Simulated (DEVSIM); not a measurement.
## abrupt Si p-n junction

Structure: abrupt Si p-n junction, at 300 K.

```csv
layer (left to right),material,thickness (μm),Nd (cm⁻³),Na (cm⁻³),τn (s),τp (s)
1,Si,0.610,-,1.6e15,0.00012,0.00012
2,Si,79.0,1.4e15,-,0.00012,0.00012
```

Left contact: ohmic. Right contact: ohmic. Voltage is applied to the left contact. Recombination: SRH at mid-gap. Mobility is μmin + (μ − μmin)/(1 + (N/Nref)^α).

The device is made up for the run: typed textbook-type constants, with dimensions and the other settings drawn at random. Values at 300 K.

| parameter | Si |
|---|---|
| gap (eV) | 1.124 |
| affinity (eV) | 4.05 |
| permittivity | 11.7 |
| Nc (cm⁻³) | 2.86e19 |
| Nv (cm⁻³) | 3.1e19 |
| μn (cm²/Vs) | 1417 |
| μp (cm²/Vs) | 470 |
| μn,min | 52 |
| μp,min | 45 |
| Nref,n | 9.7e16 |
| Nref,p | 2.2e17 |
| αn | 0.68 |
| αp | 0.72 |

DEVSIM, 1D drift-diffusion, Boltzmann statistics, complete ionisation; no tunnelling, impact ionisation, image-force lowering or self-heating.

| Item | Result |
|---|---|
| Potential step across the device at zero bias | 0.612 V |
| Largest field in the device at zero bias | 11000 V/cm |
| Dark forward voltage at 1 A/cm² | 0.505 V |

Dark forward current:

(V (V), J (A/cm²)): (0.05, 1.2e-7); (0.15, 5.7e-6); (0.20, 3.6e-5); (0.30, 0.0015); (0.40, 0.055); (0.45, 0.28); (0.55, 2.0); (0.60, 3.4); (0.70, 6.8); (0.80, 11); (0.85, 13); (0.95, 17); (1.05, 22); (1.10, 25); (1.20, 30); (1.25, 33); (1.35, 39); (1.45, 46); (1.50, 49); (1.60, 57)

Dark reverse current:

| V (V) | J (A/cm²) |
|---|---|
| -0.40 | -4.4e-8 |
| -1.00 | -9.1e-8 |
| -2.00 | -1.8e-7 |
| -3.00 | -2.5e-7 |
| -4.00 | -3.2e-7 |
| -6.00 | -4.5e-7 |
| -8.00 | -5.6e-7 |
| -10.00 | -6.6e-7 |
| -13.00 | -8.0e-7 |
| -16.00 | -9.2e-7 |
| -20.00 | -1.1e-6 |
